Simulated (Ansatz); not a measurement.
The starting structures come from a database of crystals and need not be the phases stable at ambient conditions.

 Where the default PAW files enter, the runs use the earlier of Ansatz's two default sets.

```xyz
12
Lattice="3.1260 0.0000 0.0000 0.0000 6.1043 0.0000 0.0000 0.0000 5.8671" Properties=species:S:1:pos:R:3 pbc="T T T"
Na     0.4881     0.0000     1.4668
Na     2.6379     0.0000     4.4003
Na     2.6379     3.0522     4.4003
Na     0.4881     3.0522     1.4668
H      1.4069     1.5261     3.0606
H      1.7191     4.5783     2.8065
H      1.4069     4.5783     5.7400
H      1.7191     1.5261     0.1271
O      2.2081     1.5261     2.5155
O      0.9179     4.5783     3.3516
O      2.2081     4.5783     0.4181
O      0.9179     1.5261     5.4490
```

Space group of this cell: Pbcm. The cell is taken as given; by PBEsol its mean pressure is 1.8 GPa.

Transport runs along the normal of the first two printed cell vectors.

The gap is the functional's own. No spin-orbit coupling. Mid-gap values are interpolated on the energy grid.

Question: Estimate the band gap and the smallest decay constant κ at mid-gap that Ansatz (a first-principles code) with PBEsol returns for this system.

Answer: Gap 3.53 eV on a 10×6×6 mesh; κ = 0.325 1/Å, at the zone centre.
